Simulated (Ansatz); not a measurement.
Cost and result by functional for the surface energy of the (10-12) surface of hcp Tl in its 1x1 cell, outermost plane spacing 1.39 Å in the ideal cut (one of several cuts of this face), in Ansatz (plane waves, PAW). Single points on the PBE structure, on one kind of machine; costs are rough ratios of the slab run's core time (references not counted) to the cheapest single point. r2SCAN's cost holds its higher cutoff (500 against 420 eV). Differences are taken against r2SCAN for comparison alone: no measured value is at hand, so the table doesn't rank accuracy.

Set-up: 12 atoms, 11.9 Å thick at the start; mesh 11x5x1; 0.1 eV smearing; dipole correction on; all atoms relaxed; start symmetry kept, larger cells not searched; no spin, no spin-orbit, no U. These notes are the PBE run's.

```csv
functional,relative cost,surface energy (J/m²),less r2SCAN (J/m²)
LDA,1,0.49,0.09
RPBE,1,0.21,-0.19
PBEsol,1,0.43,0.03
r2SCAN,2,0.40,0.00
PBE (the relaxed run's value),–,0.32,-0.08
```

The values span 0.28 J/m², while the single points' costs differ by a factor of roughly 2. Differences are of unrounded values.

Ansatz is a quantum-chemistry and plane-wave program.
